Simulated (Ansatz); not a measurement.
Consider this model of amorphous silicon oxynitride (Si$_{45}$O$_{18}$N$_{48}$).

```xyz
111
Lattice="11.1315 0.1916 -0.1845 0.1916 11.3459 0.0712 -0.1845 0.0712 11.2075" Properties=species:S:1:pos:R:3 pbc="T T T"
Si     5.7198     9.8217     1.4708
Si    10.0401     9.4867     0.6174
Si     7.8535    10.0282     6.6822
Si    10.0940     0.5990     4.2698
Si     5.7566    10.3728     8.9442
Si     8.8970     3.9506     0.0624
Si    10.9778     5.7157     8.1403
Si     4.1620     1.0822     8.7265
Si     3.4827     0.1449     0.0464
Si     2.5815     7.9305     3.5421
Si     1.3446     1.9393     2.7839
Si     8.6074     5.9622     8.8451
Si     6.2750     5.1603     1.1446
Si     5.0325     3.7208     8.0733
Si     2.6852     2.2047     6.6864
Si     6.2073     7.9416     8.0802
Si     8.3923     7.6564     4.8569
Si    10.1437     9.7177     6.2248
Si     3.7940     6.8759     6.1972
Si     8.1116     3.5608     8.3650
Si     6.9584     2.7662     1.0422
Si     3.6220    10.8256     3.1424
Si     1.1671     4.2843     0.6079
Si    10.7252     8.8772     3.5107
Si     6.6605     5.7505     6.6577
Si     3.9981     3.1166    10.9268
Si    10.9950     2.8083     5.1665
Si     9.6030     5.3099     5.8417
Si     0.9521     7.4434     6.0338
Si     8.0259     0.8917    10.1982
Si    10.4057     6.5291    11.0184
Si     2.4266     7.1143     0.5348
Si     1.9602     9.2076     7.4270
Si     1.6248     4.8036     6.7579
Si     8.1086    11.4762     2.0103
Si     3.8631     5.7600     2.9864
Si     2.8806     5.3386     9.6430
Si     4.1477    11.1338     6.0944
Si     1.2315     9.8518    10.5533
Si     4.2334     4.3506     5.3028
Si     9.6356     1.0621     7.4554
Si     5.0204     7.5033    10.7151
Si     5.7642     6.6886     4.1110
Si     1.4015     0.4119     9.0075
Si     6.3809     9.8733     4.2135
O     10.7514     9.8635    10.4441
O      3.0277     1.0901     5.5496
O      5.4087     8.3965     0.8757
O      3.6494     4.2812     3.7063
O      2.9399    10.0885     6.4612
O      7.0194    11.3467     9.6165
O      2.4938     0.8086     2.9141
O      6.7585     1.3609     1.8567
O      4.2258     5.0377     8.7301
O      9.7188     7.7516     0.3484
O      2.7004     9.4933     3.1677
O     10.1164     4.1550     4.8262
O     -0.0724     0.8838     8.5014
O      2.1451     8.7009     0.3148
O      6.0871     6.3028    11.0925
O      7.2662    10.7246     5.2807
O      8.8944     0.6671     3.1310
O      3.7073     1.6945     0.4431
N      2.5165     1.4687     8.2510
N      2.9930     5.3649     5.9863
N      6.6880     8.1122     4.3720
N     10.6031    10.3143     4.6751
N      9.9668     1.5879     5.8205
N      2.4758     7.6224     6.9479
N      1.1186     7.7931     4.3769
N      5.6972     5.2497     5.1828
N      4.7790    10.6158     4.4678
N      5.3230     7.0099     6.9264
N      3.9856     7.1354     4.3615
N      8.1171     6.0508     5.5509
N      1.1324     6.0603     0.2837
N      9.2733    10.8307     7.2628
N      8.5560     1.8885     8.5720
N      4.3414    10.7408     1.5596
N      2.8209     6.8435     2.1864
N     10.1348     6.6455     9.2747
N     10.8557     9.6179     2.0320
N      3.4326     6.7587    10.5712
N      6.6508     4.1022     7.5170
N      9.4568     4.7403     7.5685
N      8.2277     2.2859    -0.0532
N      7.7819     4.3119     1.3861
N      1.7824    10.0078     8.9031
N      4.4840    11.1763     9.9884
N      5.4342     8.5744     9.4835
N      2.5479     4.1098    10.8128
N      0.3539     8.7212     7.0020
N      4.8655     0.1557     7.4612
N      6.6539     9.5297     7.6967
N      0.1050     5.8855     6.5310
N      9.6454     7.6225     3.8025
N     10.4784     4.6655     0.1860
N      1.6046     0.1407    10.7933
N      8.1466     4.5956     9.7583
N      7.3961     6.7364     8.0820
N      6.9666    10.1720     2.5443
N      1.2935     3.1731     6.2318
N      0.1687     1.6279     3.9551
N      8.7682     8.6923     6.1609
N      5.5223     5.9415     2.5249
N      1.3823     3.2712     1.9097
N      8.8269    10.9350     0.4671
N      4.1674     3.1680     6.6181
N      4.7692     2.5926     9.3518
N      5.4727     3.6505     0.6978
N      1.5120     5.1562     8.4888
```

All values below come from PBE, scalar-relativistic without spin-orbit coupling (plane waves to 420 eV, PAW; Ansatz, a quantum-chemistry and plane-wave program).

A CHGNet melt-quench gave the starting glass, which DFT then relaxed. O and N atoms were pushed apart under 1.9 Å during the dynamics, to hinder bonds among them. The hot cell started wider than the set density and was brought back towards it in steps. It is the lowest in DFT energy of 2 quenches. It is a model cell: composition and starting density were chosen by hand, and all elements were melted together. No dispersion term was used. Its density started from a set value of 2.60 and ended at 2.61 g/cm³. The quench (nominally 130 K/ps over its main leg) was far faster than any real one, so the model tends to hold more defects than a real film. Values belong to this one cell and scatter from quench to quench. Volume and shape were free in the relaxation.

Bonds are counted up to Si-Si 2.60 Å, Si-O 1.94 Å, Si-N 2.12 Å, O-O 1.58 Å, O-N 1.64 Å, N-N 1.70 Å. Two cations that share two anions don't count as bonded, nor two that share one unless they lie closer than Si-Si 2.38 Å.

Problem. Give the coordination numbers, mean bond lengths and angles.

Solution. 
| Item | Result |
|---|---|
| Mean coordination of Si by anions | 4.00 (2 with 3, 41 with 4, 2 with 5) |
| Mean coordination of O | 2.00 (18 with 2) |
| Mean coordination of N | 3.00 (3 with 2, 42 with 3, 3 with 4) |
| Mean Si-N bond | 1.763 Å (spread 0.072 Å, 144 counted) |
| Mean Si-O bond | 1.648 Å (spread 0.038 Å, 36 counted) |
| Bond angle at Si | mean 109.2°, spread 13.4° |
| Bond angle at O | mean 140.5°, spread 18.2° |
| Bond angle at N | mean 116.3°, spread 17.8° |

Problem. Which atoms depart from the most common coordination of their element?

Solution. Si1 has 3 (O48 1.58 Å, N79 1.66 Å, N101 1.68 Å); Si5 has 5 (O51 1.73 Å, N94 1.75 Å, N89 1.83 Å, N90 1.91 Å, N93 1.94 Å); Si11 has 3 (N106 1.59 Å, O52 1.62 Å, N103 1.69 Å); Si25 has 5 (N71 1.83 Å, N75 1.85 Å, N73 1.86 Å, N84 1.86 Å, N100 1.88 Å); N74 has 4 (Si10 1.81 Å, Si43 1.85 Å, Si19 1.86 Å, Si36 1.95 Å); N82 has 2 (Si2 1.64 Å, Si24 1.66 Å); N85 has 4 (Si28 1.82 Å, Si7 1.90 Å, Si20 1.96 Å, Si12 1.96 Å); N95 has 4 (Si29 1.84 Å, Si7 1.85 Å, Si28 1.87 Å, Si34 1.88 Å); N96 has 2 (Si17 1.64 Å, Si24 1.68 Å); N106 has 2 (Si11 1.59 Å, Si23 1.66 Å).

Problem. List the pairs of like atoms that count as bonded by the rules above.

Solution. There are none by these rules.
